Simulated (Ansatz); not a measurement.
The parent structure is Ag2S in the anti-fluorite structure (space group Fm-3m, No. 225; a = 6.0902 Å; a model cell, its experimental status unchecked).

All numbers come from plane-wave PAW DFT at the PBEsol level (Ansatz, a quantum-chemistry and plane-wave program, 420 eV), no spin-orbit coupling, earlier PAW set.

Before the change:

| Item | Result |
|---|---|
| Lattice parameter a | 6.090 Å |
| Band gap | zero |

The change: a negative pressure, −1 GPa.

Q: How does this affect the lattice parameter a and band gap?

A: The lattice parameter a grows by 0.026 Å (6.090 Å → 6.116 Å); the band gap remains zero.

Load acts through the strain it causes; cell and atoms are relaxed under it. Stability against distortions was not tested. All final runs are without spin polarisation. This is not the structure that Ag2S has at room temperature and ambient pressure. A zero or small gap of Ag2S can be the functional's error rather than a property of the material.
